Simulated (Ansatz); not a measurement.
SiC under load (space group F-43m), r2SCAN with spin-orbit coupling, rigid bands run with Ansatz (an electronic-structure program). Condition of this run: hydrostatic pressure of -10 GPa (compression positive) (the target of the relaxation). Band gap 1.74 eV, N_c = 1.47e19 cm⁻³ and N_v = 1.21e20 cm⁻³ at 300 K, conductivity masses of 0.301 mₑ (electrons) and 0.671 mₑ (holes). Take k_BT = 0.02585 eV.

What thermal injection velocity √(2k_BT/πm) limits a ballistic channel?

9.81e6 cm/s for electrons and 6.57e6 cm/s for holes, a ratio of √(m_h/m_e) = 1.49, for dilute carriers.

What built-in voltage has an abrupt junction with N_A = 1e16 and N_D = 1e17 cm⁻³, all dopants ionised?

V_bi = E_g/e − (k_BT/e) ln(N_c N_v/(N_A N_D)) = 1.74 − 0.02585 × 14.39 = 1.37 V, for the computed gap.

A film of it is 2 nm thick. Estimate the confinement energies in an infinite well.

ħ²π²/(2m t²) = 0.376 eV·nm²/(m/mₑ × t²) gives 312 meV for electrons and 140 meV for holes, so the gap would widen to about 2.19 eV. Finite barriers and nonparabolic bands lower this, and with several valleys or bands the heaviest mass along the normal sets the lowest level, not this average.

Rigid bands with the computed gap; masses take one relaxation time for all states. Geometry: cell and atoms relaxed with PBEsol.
